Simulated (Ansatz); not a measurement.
Input and output of a self-consistent single point for Si₂Ag (I4/mmm, 3 atoms in the cell) (Ansatz, a program for electronic structure).

Level of theory: PBE (plane waves, PAW; Ansatz).

The change in words: lattice scaled by 1.015; basis.ecutwfc: 420 eV → 250 eV. Reference geometry:
```
Si2Ag
1.0
   -1.61050     1.61050     3.94178
    1.61050    -1.61050     3.94178
    1.61050     1.61050    -3.94178
Ag Si
1 2
Direct
  0.00000   0.00000   0.00000
  0.33530   0.33530   0.00000
  0.66470   0.66470   0.00000
```

Reference input (self-consistent single point, DFT, PBE, plane waves, default PAW files): basis.ecutwfc = 420 eV; kpoints.mp_grid.grid = 10 10 10; kpoints.mp_grid.shift = 0.5 0.5 0.5; hamiltonian.xc = pbe; hamiltonian.pseudopotentials = {kind: paw} (the program's default PAW files); scf.occupations.method = methfessel_paxton; scf.occupations.width = 0.1 eV. This run's input differs from it in these lines:

Ansatz 0.2 input:
```diff
@@ -2,5 +2,5 @@
   lattice:
-    - [-1.61050300, 1.61050300, 3.94177600]
-    - [1.61050300, -1.61050300, 3.94177600]
-    - [1.61050300, 1.61050300, -3.94177600]
+    - [-1.63466100, 1.63466100, 4.00090300]
+    - [1.63466100, -1.63466100, 4.00090300]
+    - [1.63466100, 1.63466100, -4.00090300]
   atoms:
@@ -10,3 +10,3 @@
 basis:
-  ecutwfc: 420.0
+  ecutwfc: 250.0
 kpoints:
```

Log, with long lists cut:

```
SCF iter   1: F=—  HF=-8858.640577 eV  |F-HF|=—  |Δ(HF+E_count)|=         —  Δρ=2.43e-2  dr2=1.06e-1  ethr=1.77e-3  ⟨swp⟩=5.1  Hψ=8173  notcnv=0
all-band conjugate gradients solve this SCF's bands
preconditioner: auto → Kerker (q_TF=auto, 2.527 Å⁻¹)
SCF iter   2: F=—  HF=-8858.600489 eV  |F-HF|=—  |Δ(HF+E_count)|=   4.01e-2  S|Δr|=    0.00e0  Δρ=7.95e-3  dr2=1.02e-2  ethr=3.92e-4  ⟨swp⟩=2.1  Hψ=4113  notcnv=0  defer=27
   [... lines left out ...]
SCF iter   5: F=—  HF=-8858.601799 eV  |F-HF|=—  |Δ(HF+E_count)|=   9.54e-5  S|Δr|=    0.00e0  Δρ=6.32e-5  dr2=2.04e-6  ethr=2.27e-7  ⟨swp⟩=2.7  Hψ=3192  notcnv=0  defer=27
SCF iter   6: F=—  HF=-8858.601799 eV  |F-HF|=—  |Δ(HF+E_count)|=   2.73e-7  S|Δr|=    0.00e0  Δρ=1.33e-5  dr2=1.01e-7  ethr=7.57e-9  ⟨swp⟩=1.4  Hψ=1864  notcnv=0  defer=27
SCF iter   7: F=-8858.601799 eV  HF=-8858.601799 eV  |F-HF|=3.73e-10  |Δ(HF+E_count)|=   2.01e-8  S|Δr|=    0.00e0  Δρ=1.80e-6  dr2=1.28e-9  ethr=3.70e-10  ⟨swp⟩=5.4  Hψ=5926  notcnv=0
SCF 1 converged in 7 iterations: F = -8858.601799 eV  dr2 = 1.28e-9
Stability not checked (fill_not_monotonic)
Free energy (F): -8858.601799 eV
Internal energy: -8858.601577 eV  (E = F + TS)
E sigma→0 (E₀):  -8858.601743 eV
Entropy (-TS):   -0.000222 eV (-0.074 meV/atom)
Fermi energy:    14.968995 eV
--- Forces (eV/Å), atoms counted from 1 ---
  atom   1  Ag    -0.00000000     0.00000000     0.00000000
  atom   2  Si     0.00000000     0.00000000    -1.07117584
  atom   3  Si     0.00000000    -0.00000000     1.07117584
--- Stress (GPa, compression-positive) ---
       24.216334       0.000000       0.000000
        0.000000      24.216334       0.000000
        0.000000       0.000000      19.605964
  P = ⅓ Tr σ = 22.6795 GPa (226.795 kbar)
  The stress holds the Pulay correction. Without it, at fixed plane waves, as pw.x and ABINIT print it: P = -15.8184 GPa
```

The run converged in 7 iterations. Against the reference run the free energy rises by 392 meV/atom, the pressure goes from 30.80 to 22.68 GPa and the largest force goes from 1.154 to 1.071 eV/Å.

The starting cell was generated: these elements placed on a structure prototype, without a prior relaxation; it need not be a known phase or ordering of this composition. Its lattice was rescaled by a random factor within 2.5 % of one. For this run, on top of that: lattice scaled by 1.015. Forces in this geometry exceed 1 eV/Å. Ansatz's pressure includes its estimate of the finite-basis (Pulay) stress. Without the estimate this run gives -15.82 GPa. The cutoff lies below the one recommended for these files.
